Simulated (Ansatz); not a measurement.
Response to strain in hypothetical I4/mmm La2WN4

The parent structure is La2WN4 (space group I4/mmm, No. 139; a = 3.9966 Å, c = 12.7481 Å; a hypothetical phase, not in the database extracts checked). Axes: x, y, z lie along a, b, c of the conventional cell.

Strains are applied to the cell and any free atomic positions relax.

Calculations: PBE (Ansatz, a first-principles code; PAW; 420 eV plane waves; spin-orbit coupling left out).

Notes on the quantities. energy relative to the base: free energy F; pressure: mean of the normal stresses, compression positive.

```csv
variant,energy relative to the base,pressure,volume per atom
base,0 meV/atom,0.0 GPa,14.54 Å³
isotropic strain +5.86 %,+0.215 eV/atom,-21.1 GPa,17.25 Å³
uniaxial strain ε_xx = +0.45 %,+0.3 meV/atom,-0.9 GPa,14.61 Å³
uniaxial strain ε_xx = +1.10 %,+1.9 meV/atom,-2.0 GPa,14.70 Å³
```

Stability against distortions was not tested. The final runs are not spin-polarised.
